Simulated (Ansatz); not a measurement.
System: SnO2 (Pa-3, No. 205, 12 atoms in the cell; start mp-697; a measured phase of this formula has another space group). Method: HSE06 (plane waves, PAW; Ansatz, an electronic-structure program).

Run with plane-wave cutoff 460 eV, 4×4×4 k mesh, Fermi–Dirac smearing 0.01 eV, scalar-relativistic PAW data made under PBE.

Cell (relaxed with PBEsol):

```cif
data_O8Sn4
_chemical_formula_sum 'Sn4 O8'
_space_group_name_H-M_alt 'Pa-3'
_space_group_IT_number 205
_space_group_name_Hall '-P 2ac 2ab 3'
_cell_length_a 5.11227
_cell_length_b 5.11227
_cell_length_c 5.11227
_cell_angle_alpha 90.000
_cell_angle_beta 90.000
_cell_angle_gamma 90.000
loop_
_atom_site_label
_atom_site_type_symbol
_atom_site_symmetry_multiplicity
_atom_site_Wyckoff_symbol
_atom_site_fract_x
_atom_site_fract_y
_atom_site_fract_z
_atom_site_occupancy
Sn1 Sn 4 a 0.00000 0.00000 0.00000 1
O1 O 8 c 0.33931 0.33931 0.33931 1
```

Task: What does this level give for the band gap and smallest direct gap on the k points sampled?

Result: 
- band gap = 2.51 eV
- smallest direct gap on the k points sampled = 2.59 eV

Note: cell and atoms aren't relaxed at this level (pressure -3.5 GPa).

Spin–orbit coupling is not included.

Computed values are for the static lattice.

A start named mp-… is a Materials Project structure, which need not be a measured phase.
